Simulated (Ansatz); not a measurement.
Consider a 12-atom supercell of K in the bcc (W type) structure (space group Im-3m, No. 229; a = 5.212 Å) at its relaxed geometry.

Level of theory: PBEsol, PAW, 420 eV (Ansatz, a first-principles code; without spin-orbit coupling).

Base values:

The pressure is 0.0 GPa.

Now apply this change: one Li atom is added in an open site, starting 2.75 Å from the nearest host atom, atoms relaxed at fixed cell, starting from a slightly rattled geometry.

### Question
What does the calculation give for the pressure after the change?

### Answer
The pressure goes from zero to 0.2 GPa.

### Question
What does the calculation give for the largest displacement of a host atom from its site in the perfect cell after the change?

### Answer
The largest displacement of a host atom from its site in the perfect cell comes out as 0.83 Å.

### Question
Predict the new final site of the added atom.

### Answer
The final site of the added atom comes out as 8 K at 3.42–4.25 Å.

The cell is small, so the values are those of an ordered compound at a high defect concentration; dilute-limit values will differ. The defect cell is not spin-polarised.
